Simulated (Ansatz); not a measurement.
Reference: ZnSe (F-43m), PBEsol with spin-orbit coupling, rigid bands (plane waves, PAW; Ansatz, a first-principles code); axes and stresses refer to this cell.

```xyz
2
Lattice="0.0000 2.8167 2.8167 2.8167 0.0000 2.8167 2.8167 2.8167 0.0000" Properties=species:S:1:pos:R:3 pbc="T T T"
Zn     0.0000     0.0000     0.0000
Se     4.2251     4.2251     4.2251
```

- Seebeck coefficient, n-type 1e19 cm⁻³ = -64 μV/K
- electron conductivity mass = 0.100 mₑ
- hole conductivity mass = 0.66 mₑ

Task: Change: uniaxial stress along [110] of -1 GPa (compression positive). What happens to Seebeck coefficient, n-type 1e19 cm⁻³, electron conductivity mass, hole conductivity mass?

Result: Seebeck coefficient, n-type 1e19 cm⁻³ moves little, to -64 μV/K; electron conductivity mass moves little, to 0.099 mₑ; hole conductivity mass shrinks to 0.62 mₑ.

Task: Change: uniaxial stress zz = 2 GPa (compression positive). What happens to Seebeck coefficient, n-type 1e19 cm⁻³, electron conductivity mass, hole conductivity mass?

Result: Seebeck coefficient, n-type 1e19 cm⁻³ moves little, to -65 μV/K; electron conductivity mass moves little, to 0.101 mₑ; hole conductivity mass drops to 0.41 mₑ.

Masses are for dilute carriers at 300 K, harmonic means over directions unless an axis is named. Seebeck coefficients are for the stated density at 300 K, with one relaxation time for all states and whether or not that doping can be reached. Stresses and pressures are the targets of the relaxation.  The structure type is held under load, also where the real crystal would transform.
